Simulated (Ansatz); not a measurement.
Total g(r) from a molecular-dynamics run [in the run: 2×2×2 k-points, which a denser mesh shifts by -0.2 GPa in pressure and 0.02 eV/Å in forces]. Method: PBE (plane waves, PAW; Ansatz, a quantum-chemistry and plane-wave program).

(r (Å), g(r)): (1.02, 0.00); (1.14, 0.00); (1.26, 0.00); (1.38, 0.00); (1.50, 0.00); (1.62, 0.00); (1.74, 0.00); (1.86, 0.00); (1.98, 0.00); (2.10, 0.00); (2.22, 0.00); (2.34, 0.00); (2.46, 0.00); (2.58, 0.20); (2.70, 4.62); (2.82, 8.54); (2.94, 2.19); (3.06, 0.09); (3.18, 0.00); (3.30, 0.00); (3.42, 0.00); (3.54, 0.00); (3.66, 0.02); (3.78, 0.46); (3.90, 1.53)

Task: Which system gave this curve?
A. BN (wurtzite; a metastable form), crystal, 1497 K
B. Pd (fcc), crystal, 290 K
C. LiCl (rock salt), crystal, 641 K
D. GaN (wurtzite), crystal, 1894 K (so hot that an open crystal may lose its volatile element)

Result: B, Pd (fcc), crystal, 290 K
